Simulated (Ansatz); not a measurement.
## CdSiP2: Cd → Zn

The reference is CdSiP$_{2}$ in the chalcopyrite structure (space group I-42d, No. 122; a = 5.644 Å, c = 10.500 Å).

The change: every Cd is replaced by Zn; the structure is relaxed again.

All numbers come from DFT with PBEsol, PAW potentials and a 420 eV plane-wave cutoff in Ansatz (a first-principles code), spin-orbit coupling left out. k-mesh 9×9×9 (Γ-centred); smearing 0.05 eV (Fermi–Dirac), for the changed cell.

The volume per atom decreases by 2.20 Å³ (20.91 Å³ → 18.71 Å³) and the c/a ratio goes up by 0.091, from 1.860 to 1.951. The space group is still I-42d (No. 122) and the shortest interatomic distance stays 2.255 Å. The band gap decreases by 0.08 eV, from 1.24 eV to 1.16 eV and the gap character stays direct at Γ. The width of the top valence band goes up by 0.385 eV (0.91 eV → 1.30 eV) and the electron mass becomes 1.4 mₑ along c, 0.25 mₑ across (at Γ) (base: 0.72 mₑ along c, 0.27 mₑ across (at Γ)). The hole mass changes from 0.14 mₑ along c, 0.42 mₑ across (at Γ) to 0.16 mₑ along c, 0.37 mₑ across (at Γ) and the valence-band top at Γ (three highest levels, from the VBM) goes from 0.00, -0.25, -0.25 eV to 0.00, -0.12, -0.12 eV.

Masses are band curvatures over ±0.01 Å⁻¹ around the edge. Whether these cells are dynamically stable was not tested.
